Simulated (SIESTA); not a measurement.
Input and output of a self-consistent single point for AlN (Fm-3m, 2 atoms in the cell) (SIESTA).

Level of theory: LDA PW92, numerical atomic orbitals TZP, PseudoDojo LDA standard norm-conserving potentials (rewritten from UPF to PSML) (SIESTA).

The change in words: lattice scaled by 0.98; kgrid.MonkhorstPack: 5 5 5 → 11 11 11. Reference geometry:
```yaml
crystal:
  lattice:
    - [0.00000, 2.04469, 2.04469]
    - [2.04469, 0.00000, 2.04469]
    - [2.04469, 2.04469, 0.00000]
  atoms:
    - { symbol: Al, position: [0.50000, 0.50000, 0.50000] }
    - { symbol: N, position: [0.00000, 0.00000, 0.00000] }
```

Reference input (self-consistent single point, DFT, LDA PW92, numerical atomic orbitals TZP, PseudoDojo LDA standard norm-conserving potentials (rewritten from UPF to PSML)): XC.functional = LDA; XC.authors = PW92; potentials = PseudoDojo LDA standard; PAO.BasisSize = TZP; PAO.EnergyShift = 0.01 Ry; MeshCutoff = 350 Ry; kgrid.MonkhorstPack = 5 5 5; OccupationFunction = FD; ElectronicTemperature = 10 K; MaxSCFIterations = 150; SCF.Mixer.Method = Pulay; SCF.Mixer.Weight = 0.1. This run's input differs from it in these lines:

```diff
@@ -10,7 +10,7 @@
 %endblock ChemicalSpeciesLabel
-LatticeConstant              2.891633 Ang
+LatticeConstant              2.833800 Ang
 %block LatticeVectors
-     0.000000000    0.707106676    0.707106676
-     0.707106676    0.000000000    0.707106676
-     0.707106676    0.707106676    0.000000000
+     0.000000000    0.707106712    0.707106712
+     0.707106712    0.000000000    0.707106712
+     0.707106712    0.707106712    0.000000000
 %endblock LatticeVectors
@@ -18,3 +18,3 @@
 %block AtomicCoordinatesAndAtomicSpecies
-     0.707106676    0.707106676    0.707106676  1
+     0.707106712    0.707106712    0.707106712  1
      0.000000000    0.000000000    0.000000000  2
@@ -28,5 +28,5 @@
 %block kgrid.MonkhorstPack
-    5   0   0  0.0
-    0   5   0  0.0
-    0   0   5  0.0
+   11   0   0  0.0
+    0  11   0  0.0
+    0   0  11  0.0
 %endblock kgrid.MonkhorstPack
```

Output (repeated stretches shortened):

```
        iscf     Eharris(eV)        E_KS(eV)     FreeEng(eV)     dDmax    Ef(eV) dHmax(eV)
   scf:    1     -337.119677     -347.728514     -347.728514  1.840688 -5.354083  5.964476
   scf:    2     -348.846989     -348.312608     -348.312608  0.050097 -5.105249  4.491331
   scf:    3     -349.363255     -349.073526     -349.073526  0.153492 -4.386555  0.072619
   scf:    4     -349.074021     -349.073777     -349.073777  0.003317 -4.385023  0.067811
   scf:    5     -349.075345     -349.074605     -349.074605  0.025042 -4.356599  0.000884
   scf:    6     -349.074605     -349.074605     -349.074605  0.000290 -4.356116  0.000819
mix: Pulay -- inversion failed, > SVD [rank/size] 4 / 5
   scf:    7     -349.074605     -349.074605     -349.074605  0.000049 -4.356220  0.000013
SCF Convergence by DM+H criterion
max |DM_out - DM_in|         :     0.0000493532
max |H_out - H_in|      (eV) :     0.0000132995
SCF cycle converged after 7 iterations

Using DM_out to compute the final energy and forces

siesta: E_KS(eV) =             -349.0746

siesta: E_KS - E_eggbox =      -349.0746

siesta: Atomic forces (eV/Ang):
     1    0.000000   -0.000000    0.000000
     2    0.000000    0.000000   -0.000000
   Tot    0.000000    0.000000   -0.000000
   Max    0.000000
   Res    0.000000    sqrt( Sum f_i^2 / 3N )
   Max    0.000000    constrained

Stress tensor Voigt[x,y,z,yz,xz,xy] (kbar):       -6.28       -6.28       -6.28        0.00        0.00        0.00
(Free)E + p*V (eV/cell)     -349.0116
Target enthalpy (eV/cell)     -349.0746

siesta: Program's energy decomposition (eV):
siesta: FreeEng =      -349.074605

   [... lines left out ...]
siesta: Cell volume =         16.091349 Ang**3
siesta:           6.27546805          6.27546805  kBar
   [... lines left out ...]
               3Pdx2-y2
   2  5.056   0.907  -0.204   0.674   0.505   0.505   0.505  -0.027  -0.027
             -0.027   0.740   0.740   0.740   0.004   0.004   0.005   0.004

              0.005

mulliken: Qtot =        8.000

Mulliken Atomic Populations:
Atom #   charge [q] valence [e]  Species
     1     0.055510    2.944490  Al
     2    -0.055510    5.055510  N
 Total    -0.000000
```

The run converged in 7 iterations. Against the reference run the free energy goes down by 32.2 meV/atom, the pressure goes from -14.06 to 0.63 GPa and the gap on the mesh goes from 4.698 to 4.811 eV.

The starting cell comes from a database of computed structures (which also holds hypothetical and non-ambient phases and stackings), without a prior relaxation at this level. Its lattice was rescaled by up to half a per cent. For this run, on top of that: lattice scaled by 0.98. Values carry the incompleteness of an atom-centred basis. Another mesh or the band path of this cell gives a smaller gap, so this value is not converged in the mesh.

Cost on one core of a shared machine: roughly 60 s.
